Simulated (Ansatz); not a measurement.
Cubic perovskite CsCdF3, treated with LDA (Ansatz, a quantum-chemistry and plane-wave program, PAW).

Run with plane-wave cutoff 520 eV, 8×8×8 k mesh, Fermi–Dirac smearing 0.01 eV, scalar-relativistic PAW data made under PBE.

Properties against volume:

```
V (Å³/atom)  P (GPa)  direct gap at Γ (eV)  smallest gap on the k mesh (eV)
-----------  -------  --------------------  -------------------------------
15.791          5.51                 5.057                            3.324
16.127          3.46                 4.913                            3.284
16.463          1.64                 4.773                            3.245
16.799          0.03                 4.639                            3.207
17.135         -1.40                 4.509                            3.169
17.471         -2.67                 4.383                            3.131
17.807         -3.80                 4.262                            3.094
```

The fundamental gap (3.21 eV at the equilibrium volume, with added k points) lies elsewhere than Γ–Γ.

Note: the relaxation could not lower the start's symmetry, so the cell can be a saddle point above a distorted one.

Spin–orbit coupling is not included.
